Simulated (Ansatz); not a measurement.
Consider AlNi₃ in the Cu3Au type structure (space group Pm-3m, No. 221; a = 3.5261 Å; ferromagnetic).

Structures relaxed with Ansatz (a quantum-chemistry and plane-wave program), r2SCAN, PAW, cutoff 500 eV, no spin-orbit coupling.

Base:

Simulated powder pattern, Cu Kα1, λ = 1.54056 Å (kinematic, ideal powder, no thermal factors, no anomalous dispersion; the 8 strongest lines at most, above 2 %, up to 2θ = 90°):

```csv
2θ (°),I/Imax (%),hkl
25.24,10,(100)
35.99,8.2,(110)
44.47,100,(111)
51.81,47,(200)
58.48,3.6,(210)
64.70,2.5,(211)
76.32,27,(220)
```

Now apply this change: a hydrostatic pressure of 15 GPa.

Problem. Where do the lines fall after the change?

Solution. 
Simulated powder pattern, Cu Kα1, λ = 1.54056 Å (kinematic, ideal powder, no thermal factors, no anomalous dispersion; the 8 strongest lines at most, above 2 %, up to 2θ = 90°):

```csv
2θ (°),d (Å),I/Imax (%),hkl
25.79,3.452,10,(100)
36.79,2.441,8.3,(110)
45.48,1.993,100,(111)
53.02,1.726,46,(200)
59.87,1.544,3.5,(210)
66.27,1.409,2.5,(211)
78.28,1.220,27,(220)
```

The indices refer to the base's conventional cell; one index is shown for lines that coincide.

Other magnetic orders, which the real material may have, were not ruled out. Load acts through the strain it causes; cell and atoms are relaxed under it. No phonon test of stability was made. No other phases were tried under pressure.
